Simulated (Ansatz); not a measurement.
The structure below was relaxed with Ansatz (a first-principles code), PBE, PAW, cutoff 420 eV, no SOC, earlier PAW set, at pressure 18 GPa.

Space group Pm-3m (No. 221); a = 3.918 Å, b = 3.918 Å, c = 3.918 Å, α = 90.00°, β = 90.00°, γ = 90.00°

| atom | site | symmetry | x | y | z |
|---|---|---|---|---|---|
| K | 1a | m-3m | 0.0000 | 0.0000 | 0.0000 |
| Ta | 1b | m-3m | 0.5000 | 0.5000 | 0.5000 |
| O | 3c | 4/mm.m | 0.0000 | 0.5000 | 0.5000 |

Task: Write out a cell with all atoms.

Result: 
```cif
data_KO3Ta
_chemical_formula_sum 'K1 Ta1 O3'
_space_group_name_H-M_alt 'P 1'
_space_group_IT_number 1
_cell_length_a 3.91765
_cell_length_b 3.91765
_cell_length_c 3.91765
_cell_angle_alpha 90.000
_cell_angle_beta 90.000
_cell_angle_gamma 90.000
loop_
_space_group_symop_operation_xyz
  'x, y, z'
loop_
_atom_site_label
_atom_site_type_symbol
_atom_site_fract_x
_atom_site_fract_y
_atom_site_fract_z
_atom_site_occupancy
K1 K 0.00000 0.00000 0.00000 1
Ta1 Ta 0.50000 0.50000 0.50000 1
O1 O 0.00000 0.50000 0.50000 1
O2 O 0.50000 0.50000 0.00000 1
O3 O 0.50000 0.00000 0.50000 1
```
This is the conventional cell.

Load acts through the strain it causes; cell and atoms are relaxed under it. No phonon test of stability was made. No other phases were tried under pressure. The cell was made from KTaO3 in the cubic perovskite structure (space group Pm-3m, No. 221) by this change: pressure 18 GPa.
